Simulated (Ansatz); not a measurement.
Cost and result by functional for the surface energy of the (100) surface of fcc Ag in its 1x1 cell, outermost plane spacing 2.07 Å in the ideal cut, in Ansatz (plane waves, PAW). Single points on the PBE structure, on one kind of machine; costs are rough ratios of the slab run's core time (references not counted) to the cheapest single point. r2SCAN's cost holds its higher cutoff (500 against 420 eV). Differences are taken against r2SCAN for comparison alone: no measured value is at hand, so the table doesn't rank accuracy.

Slab: 6 atoms, 10.4 Å thick at the start (thin: gaps and levels are the slab's own); k 13x13x1, smearing 0.1 eV, dipole-corrected; all atoms relaxed; symmetry of the start imposed; no spin, no spin-orbit, no U. These notes are the PBE run's.

```
functional                     relative cost  surface energy (J/m²)  less r2SCAN (J/m²)
-----------------------------  -------------  ---------------------  ------------------
RPBE                                       1                   0.61               -0.40
PBEsol                                     1                   1.11                0.10
LDA                                        1                   1.27                0.26
r2SCAN                                     2                   1.01                0.00
PBE (the relaxed run's value)              –                   0.82               -0.19
```

The values span 0.66 J/m², while the single points' costs differ by a factor of roughly 2. Differences are of unrounded values.

Ansatz is a first-principles code.
